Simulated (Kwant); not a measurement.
Kwant, Hückel tight-binding model, one pz orbital an atom, one spin, coherent transport at 0 K. Conductance is in e²/h.

Model system: π system c1csc(c1)-c1cccs1 between two chain leads. The π system is taken as planar. Atoms are numbered from 0 in the order of the SMILES. Site energies (eV, carbon 0): [0.0, 0.0, -2.64, 0.0, 0.0, 0.0, 0.0, 0.0, 0.0, -2.64]. Bonds (i, j, β in eV): (0,1,-2.4) (1,2,-1.68) (2,3,-1.68) (3,4,-2.4) (3,5,-2.4) (5,6,-2.4) (6,7,-2.4) (7,8,-2.4) (8,9,-1.68) (4,0,-2.4) (9,5,-1.68). Leads: chains of hopping −3.6 eV, joined by −1.2 eV to atoms 0 and 6.

Site energies and bond integrals are typed Hückel values.

Sweep values stay those of the base run.

One input was changed, with this effect: transmission at E = 0 0.0040 → 0.00038.

Question: Which change was it?
A. contacts moved from atoms [0, 6] to [1, 6]
B. contacts moved from atoms [0, 6] to [0, 7]
C. contacts moved from atoms [0, 6] to [0, 4]
D. contacts moved from atoms [0, 6] to [0, 8]
E. contacts moved from atoms [0, 6] to [4, 6]
F. contacts moved from atoms [0, 6] to [1, 4]

Answer: B, contacts moved from atoms [0, 6] to [0, 7]
